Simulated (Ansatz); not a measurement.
An Ansatz (an electronic-structure program) run: Li with a change (strain tensor (xx, yy, zz, yz, xz, xy) = (−0.06, +2.07, −1.02, −0.02, +1.14, −0.85) %); r2SCAN in Ansatz (plane waves to 500 eV, PAW, without spin-orbit coupling).

Input:

Ansatz 0.2 input:
```yaml
crystal:
  lattice:
    - [-1.7325630974, 1.7891589415, 1.7009181093]
    - [1.7722062693, -1.7896805621, 1.7410829019]
    - [1.7031784656, 1.7602959303, -1.70143973]
  atoms:
    - { symbol: Li, position: [0, 0, 0] }
basis: { ecutwfc: 500, ecutrho_ratio: 4, xc_grid: 4, fft_grid_basis: typed }
kpoints: { mp_grid: { grid: [19, 19, 19] } }
hamiltonian:
  xc: r2scan
  dispersion: none
  pseudopotentials: { kind: paw }
scf: { occupations: { method: fermi_dirac, width: 0.05 }, convergence: { dr2_threshold: 0.0000000001 } }
relax: { f_tol: 0.005, max_steps: 50 }
output: { forces: true, stress: true }
checkpoint: { write: state.ck, write_every: 1000 }
```

Output (explanatory and most iteration lines left out):

```
Relaxation: its limit of steps is 50 (relax.max_steps)
Pseudopotential: Li, paw, valence charge 3
Crystal: 1 atoms, lattice volume = 21.226 Å³
Basis set: ecut = 500 eV, 543 PW (Γ), exchange–correlation on 96×96×96 points (64 copies of the dense FFT grid, shifted against one another)
Bands: 6, of which v1, the nominal top of the filled ones, is band 2 counted from 1 (1 counted from 0)
Symmetry: 2 space group operations
Space group: P-1 (ITA 2), of the structure as read, at distance tolerance 2.8e-5 Å
k-points: 3430 of 6859
Functional: x = r2scan, c = r2scan; τ floored in thin density (d = 2e-4 eV/Å³)
SCF iter   1: F=—  HF=-205.134492 eV  |F-HF|=—  |Δ(HF+E_count)|=         —  Δρ=2.22e-3  dr2=3.05e-4  dr2_τ=3.04e-4  ethr=1.77e-3  ⟨swp⟩=5.6  Hψ=175907  notcnv=0
SCF iter   2: F=—  HF=-205.134360 eV  |F-HF|=—  |Δ(HF+E_count)|=   1.32e-4  Δρ=1.04e-3  dr2=7.70e-5  dr2_τ=6.74e-6  ethr=1.02e-5  ⟨swp⟩=2.0  Hψ=67989  notcnv=0  defer=611
SCF 1 converged in 6 iterations: F = -205.134372 eV  dr2 = 4.22e-12
relax step   1: F+E_penalty+E_count = -205.13437181 eV  Δ(F+E_penalty+E_count) = +0.000e0 eV  max|allowed force component| = 0.000e0 eV/Å  Δτ_max = 0.0000 Å  (6 SCF iters, accepted)
Crystal: 1 atoms, lattice volume = 21.226 Å³
SCF iter   1: F=—  HF=-205.134372 eV  |F-HF|=—  |Δ(HF+E_count)|=         —  Δρ=2.41e-7  dr2=4.22e-12  dr2_τ=1.81e-13  ethr=1.00e-12  ⟨swp⟩=1.0  Hψ=196142  notcnv=0
SCF iter   2: F=-205.134372 eV  HF=-205.134372 eV  |F-HF|=5.97e-13  |Δ(HF+E_count)|=  6.91e-12  Δρ=1.08e-7  dr2=8.60e-13  dr2_τ=4.18e-14  ethr=1.00e-12  ⟨swp⟩=3.0  Hψ=40740  notcnv=0
SCF 2 converged in 2 iterations: F = -205.134372 eV  dr2 = 8.60e-13
SCF converged after 2 iterations
Free energy (F): -205.134372 eV
Internal energy: -205.130501 eV  (E = F + TS)
E sigma→0 (E₀):  -205.132436 eV
Entropy (-TS):   -0.003871 eV (-3.871 meV/atom)
Fermi energy:    0.940848 eV
--- Forces (eV/Å), atoms counted from 1 ---
  atom   1  Li     0.00000000     0.00000000     0.00000000
--- Stress (GPa, compression-positive) ---
       -0.108958       0.161478      -0.191643
        0.161478      -0.173418      -0.011476
       -0.191643      -0.011476      -0.090836
  P = ⅓ Tr σ = -0.1244 GPa (-1.244 kbar)
--- Relaxed structure (1 steps of the walk, 1 accepted, 0 SCFs on fresh bases) ---
  atoms:
    - { symbol: Li, position: [0.0, 0.0, 0.0] }
```

Without a gap, meshes like the base's 19×19×19 leave anisotropic stresses uncertain by several tenths of a GPa, and small strain energies with them. Stability against distortions was not tested. The cell was made from Li in the bcc (W type) structure (space group Im-3m, No. 229) by this change: strain tensor (xx, yy, zz, yz, xz, xy) = (−0.06, +2.07, −1.02, −0.02, +1.14, −0.85) %.
